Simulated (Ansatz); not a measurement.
For LaRuSi (P4/nmm), PBEsol, DFPT electron-phonon coupling, linearised Boltzmann equation (Ansatz, an electronic-structure program) gives a transport coupling λ_tr = 0.495 and a Drude plasma energy ħω_p = 3.34 eV along y (a = (4.21, 0.00, 0.00) Å; b = (0.00, 4.21, 0.00) Å; c = (0.00, 0.00, 7.03) Å).

**Question.** Estimate the resistivity at 300 K from the high-temperature formula ρ = 2π λ_tr k_B T / (ħ ε₀ ω_p²), and say how the full Boltzmann solution compares.

**Answer.** The scattering rate is 1/τ = 2π λ_tr k_B T/ħ = 1.22e14 s⁻¹ and ω_p = 5.07e15 s⁻¹, so ρ ≈ 53.6 μΩ·cm. The Boltzmann solution gives 49.9 μΩ·cm, 0.93 times the estimate.

A metal at this level (no band gap). Only scattering by harmonic phonons is included (no impurities, grain boundaries, electron-electron scattering or thermal expansion). Spin-orbit coupling is left out. The self-energy correction of the phonons between q points moved λ by about 2 %. The run warned that the eigensolver left some states short of its tolerance. Halving the electron mesh (20x20x12) moves the resistivity by up to 2 % at 300 K, the coupling by up to 5 %. Smearing 0.20 eV; phonons on a 3x3x2 q mesh, which this run doesn't test.

Formula and space group known from diffraction (Crystallography Open Database), not checked to be the room-temperature form: LaRuSi (P4/nmm).
